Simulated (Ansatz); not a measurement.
## Hf$_{2}$PbC (space group P6_3/mmc, No. 194; a cell from a computed database, its experimental status unchecked)

```
CELL_PARAMETERS angstrom
      3.33805     0.00000     0.00000
     -1.66902     2.89083     0.00000
      0.00000     0.00000    14.55604
ATOMIC_POSITIONS crystal
  Hf 0.66667 0.33333 0.91799
  Hf 0.33333 0.66667 0.08201
  Hf 0.33333 0.66667 0.41799
  Hf 0.66667 0.33333 0.58201
  Pb 0.66667 0.33333 0.25000
  Pb 0.33333 0.66667 0.75000
  C  0.00000 0.00000 0.00000
  C  0.00000 0.00000 0.50000
```

All numbers come from DFT with PBEsol, PAW potentials and a 420 eV plane-wave cutoff in Ansatz (a first-principles code), no SOC. k-mesh 16×16×4 (Γ-centred); smearing 0.05 eV (Fermi–Dirac).

```json
{
 "volume_per_atom": "17.56 Å³",
 "density": "13.62 g/cm³",
 "band_gap": "zero",
 "total_energy": "-10800.119 eV/atom (σ→0; compares only within this code and set-up)"
}
```

No phonon test of stability was made. The final runs are not spin-polarised.
